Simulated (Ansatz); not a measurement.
**Pressure series in hypothetical Fm-3m MoTe2**

Base system: MoTe2 (space group Fm-3m, No. 225; a = 6.561 Å; a hypothetical phase, not in the database extracts checked).

Cell and atoms are relaxed at each pressure.

Method: PBEsol (Ansatz, a first-principles code), scalar-relativistic without spin-orbit coupling.

| P (GPa) | V (Å³/atom) |
|---|---|
| -2.00 | 24.026 |
| -1.00 | 23.773 |
| 1.80 | 23.130 |
| 4.20 | 22.647 |
| 9.00 | 21.826 |
| 18.00 | 20.639 |
| 30.01 | 19.470 |
| 45.01 | 18.370 |
| 60.01 | 17.505 |

A third-order Birch–Murnaghan fit to these points gives V₀ = 23.52 Å³/atom, B₀ = 100 GPa and B₀′ = 4.6. At pressure 60 GPa the volume is 74.4 % of V₀.

Load acts through the strain it causes; cell and atoms are relaxed under it. Stability against distortions was not tested. Competing high-pressure phases were not computed. All final runs are without spin polarisation. MoTe2 has a high density of states at the Fermi level and may be magnetic at this level.
